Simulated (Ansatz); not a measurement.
All values below come from PBE (plane waves to 420 eV, PAW; Ansatz, a quantum-chemistry and plane-wave program).

Planar average of the electrostatic potential across the slab, in eV from the Fermi level, for Ru on the 1x1 (111) surface of fcc Ni, ferromagnetic, one in a 2x2 cell, started at the site 'bridge Ni-Ni (span 2.5 Å)':

(z (Å), V (eV)): (5.38, 5.06); (5.67, 5.06); (5.95, 5.06); (6.23, 5.06); (6.52, 5.05); (6.80, 5.04); (7.08, 5.02); (7.37, 4.96); (7.65, 4.86); (7.93, 4.63); (8.22, 4.15); (8.50, 3.16); (8.78, 1.03); (9.07, -5.02); (9.35, -14.26); (9.63, -20.24); (9.92, -19.00); (10.20, -11.40); (10.48, -3.01); (10.77, -0.51); (11.05, -4.84); (11.33, -13.79); (11.62, -20.14); (11.90, -19.53); (12.18, -12.33); (12.47, -3.63); (12.75, -0.33); (13.03, -3.54); (13.32, -12.19); (13.60, -19.44); (13.88, -20.13); (14.17, -13.83); (14.45, -4.87); (14.73, -0.37); (15.02, -2.25); (15.30, -10.11); (15.58, -18.23); (15.87, -20.63); (16.15, -15.76); (16.43, -6.95); (16.72, -1.12); (17.00, -1.48); (17.28, -3.99); (17.57, -5.45); (17.85, -4.37); (18.13, -1.41); (18.42, 1.37); (18.70, 2.58); (18.98, 3.08); (19.27, 3.32); (19.55, 3.44); (19.83, 3.51); (20.12, 3.54); (20.40, 3.55); (20.68, 3.56); (20.97, 3.57); (21.25, 3.57); (21.53, 3.57); (21.82, 3.57)

Set-up: 17 atoms, 6.0 Å thick at the start under the adsorbate (thin: gaps and levels are the slab's own); mesh 7x7x1; 0.1 eV smearing; dipole correction on; 8 atoms held, the rest relaxed; held to the start's symmetry, so lower structures may exist; spin-polarised, no spin-orbit, no U, no dispersion correction. At the end it is bonded to 3 Ni. In PBE it is, or lies within 0.03 eV of, the lowest of the starts that converged.

The surface cell has an area of 21.45 Å². What dipole along the normal does the step between the two vacuum levels imply?

the top vacuum level lies 1.49 eV below the bottom one; p = −ε₀ A ΔV (ε₀ = 0.005526 e/(V·Å)) gives 0.18 e·Å a cell.
